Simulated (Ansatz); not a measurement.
Take TeO$_{2}$ in the fluorite structure (space group Fm-3m, No. 225; a = 5.3853 Å; a hypothetical phase, not in the database extracts checked) as the base.

All numbers come from PBE (Ansatz, a first-principles code, PAW, scalar-relativistic without spin-orbit coupling), earlier PAW set.

Before the change:

| Property | Result |
|---|---|
| Band gap | 0.82 eV |

Now apply this change: a hydrostatic pressure of 18 GPa.

**Question.** Estimate the effect on the band gap.

**Answer.** The band gap falls by 0.05 eV, from 0.82 eV to 0.77 eV.

With Te present, leaving out spin-orbit coupling can change the band edges. Load acts through the strain it causes; cell and atoms are relaxed under it. Whether these cells are dynamically stable was not tested. No other phases were tried under pressure.
